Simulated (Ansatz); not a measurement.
What 2 layers does to NaI

The parent structure is NaI in the rock salt structure (space group Fm-3m, No. 225; a = 6.4601 Å). Axes: x, y, z lie along the cube axes.

The change: a free-standing slab of 2 layers (4 atoms, 2 a layer) is cut normal to the z axis, with 15 Å of vacuum and the in-plane cell held at bulk.

Computed with r2SCAN, PAW, 500 eV (Ansatz, a program for electronic structure; no SOC). Settings: 7×7×1 k-points, 0.05 eV Fermi–Dirac smearing, for the changed cell.

* **Layer's space group (with vacuum)**: P4/nmm (No. 129)
* **Shortest interatomic distance**: 3.146 Å (base 3.230 Å)
* **Band gap**: 4.65 eV (base 4.45 eV)
* **Gap character**: indirect, Γ–X (50 % along) → Γ
* **Excess energy per area of both faces (slab less bulk energy over the cell's area: twice a surface energy)**: 0.24 J/m²
* **Thickness between the outermost nuclei**: 3.44 Å

Final structure:

```xyz
4
Lattice="4.5680 0.0000 0.0000 0.0000 4.5680 0.0000 0.0000 0.0000 18.2301" Properties=species:S:1:pos:R:3 pbc="T T T"
I      1.1420    -1.1420     7.3953
Na     3.4260     1.1420     7.6890
I      3.4260    -3.4260    10.8348
Na     5.7100    -1.1420    10.5411
```

Cost of the whole job for the changed cell (relaxation, final SCF and bands): very roughly 2.4 core-minutes.

The excess energy carries the mismatch between the slab's and the bulk's meshes. With I present, leaving out spin-orbit coupling can change the band edges. Stability against distortions was not tested. k-point labels follow each cell's own Brillouin zone.
